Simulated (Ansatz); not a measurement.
Take ZrO2 in the fluorite structure (space group Fm-3m, No. 225; a = 5.089 Å) as the base.

Method: plane-wave PAW DFT at the r2SCAN level (Ansatz, a first-principles code, 500 eV), scalar-relativistic without spin-orbit coupling, earlier PAW set.

Base values:

```
Item                  Result
-------------------  -------
Lattice parameter a  5.089 Å
Band gap             3.89 eV
```

One thing is altered: a negative pressure, −2 GPa.

### Question
How does this affect the lattice parameter a?

### Answer
The lattice parameter a goes up by 0.0134 Å, from 5.089 Å to 5.103 Å.

### Question
Predict the new band gap.

### Answer
The band gap shrinks by 0.025 eV (3.89 eV → 3.86 eV).

Load acts through the strain it causes; cell and atoms are relaxed under it. Whether these cells are dynamically stable was not tested. This is not the structure that ZrO2 has at room temperature and ambient pressure.
